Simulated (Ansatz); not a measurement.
Base system: an 8-atom supercell of MgTe in the wurtzite structure (space group P6_3mc, No. 186; a = 4.5609 Å, c = 7.4128 Å) at its relaxed geometry.

Level of theory: Ansatz (a first-principles code), PBEsol, PAW, cutoff 420 eV, scalar-relativistic without spin-orbit coupling, earlier PAW set.

Base values:

The pressure is 0.0 GPa.

Perturbation: one Te atom is added in an open site, starting 2.79 Å from the nearest host atom, atoms relaxed at fixed cell, starting from a slightly rattled geometry.

Q: What does the calculation give for the final site of the added atom, largest displacement of a host atom from its site in the perfect cell and pressure after the change?

A: The final site of the added atom amounts to 6 Mg at 2.70–3.67 Å and 1 Te at 3.15 Å; the largest displacement of a host atom from its site in the perfect cell amounts to 1.25 Å; the pressure goes from zero to 3.3 GPa.

The magnetic state is the one reached from the starting moments; the real material's order can differ, and small cells can't hold many antiferromagnetic ones. In so small a cell the defect repeats every few ångströms: this is an ordered compound, not a dilute defect. Starting moments died away, wholly or in part, for Te interstitial (started 2.79 Å from the nearest host atom); another magnetic solution may exist. The defect cell is spin-polarised and ends with 0.0 μB.
